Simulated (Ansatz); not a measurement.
The parent structure is Ru in the hcp (Mg type) structure (space group P6_3/mmc, No. 194; a = 2.704 Å, c = 4.263 Å; relaxed with 0.1 eV smearing). Axes: x lies along a and z along c of the hexagonal cell.

All numbers come from plane-wave PAW DFT at the r2SCAN level (Ansatz, a quantum-chemistry and plane-wave program, 500 eV), no spin-orbit coupling.

Modification: the cell is scaled by 0.9750 in all directions, atoms relaxed at fixed cell.

Task: Predict the stress tensor and what it implies for the stiffness.

Result: Stress of the strained cell less that of the base (GPa, compression positive):
```
   30.0     0.0     0.0
    0.0    30.0     0.0
    0.0     0.0    32.1
```

Then B = −ΔP/(ΔV/V₀) with ΔV/V₀ = -0.0731 gives secant stiffness values (nonlinear terms included at this strain): B (at held cell shape, above the free-shape value) ≈ 420 GPa.

As a check, the harmonic strain energy −½ V₀ Δσ:ε is 97 meV/atom; the computed energy rise is 88 meV/atom.

Stability against distortions was not tested. The final runs are not spin-polarised.
